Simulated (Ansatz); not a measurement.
**Carrier properties of SiO₂ under load (space group P4_2/mnm)**

Data:

```
CELL_PARAMETERS angstrom
      4.25743     0.00000     0.00000
      0.00000     4.25743     0.00000
      0.00000     0.00000     2.67843
ATOMIC_POSITIONS crystal
  Si 0.00000 0.00000 0.00000
  Si 0.50000 0.50000 0.50000
  O  0.30777 0.30777 0.00000
  O  0.19223 0.80777 0.50000
  O  0.69223 0.69223 0.00000
  O  0.80777 0.19223 0.50000
```

All values below come from PBEsol, rigid bands (plane waves, PAW, scalar-relativistic; Ansatz, a first-principles code). Condition of this run: biaxial strain xx = yy = +1.5 %, z clamped. Geometry: cell and atoms relaxed with PBEsol, then loaded as said.

```yaml
band_gap: 4.97 eV
electron conductivity mass (300 K, dilute): 0.46 (x), 0.46 (y), 0.38 (z) mₑ
hole conductivity mass (300 K, dilute): 1.13 (x), 1.13 (y), 2.1 (z) mₑ
effective density of states N_c (300 K): 7.0e18 cm⁻³
effective density of states N_v (300 K): 3.8e19 cm⁻³
density_of_states_mass_electrons: 0.43 mₑ
density_of_states_mass_holes: 1.32 mₑ
Seebeck coefficient, n-type 1e19 cm⁻³, 300 K: -194 μV/K
best n-type power factor at 300 K for τ = 10 fs (best axis; densities from 1e16 to 1e21 cm⁻³ tried, whether or not they can be reached): 3.1 μW/(cm·K²) at 3e19 cm⁻³
Seebeck coefficient, p-type 1e19 cm⁻³, 300 K: 336 μV/K
best p-type power factor at 300 K for τ = 10 fs (best axis; densities from 1e16 to 1e21 cm⁻³ tried, whether or not they can be reached): 5.8 μW/(cm·K²) at 1e20 cm⁻³
```

Rigid bands; masses and Seebeck coefficients take one relaxation time τ for all states and one kind of carrier; polarons and phonon drag are left out. Spin-orbit coupling is left out; where it splits the top of the valence band, N_v and the p-type Seebeck coefficient come out somewhat high without it.
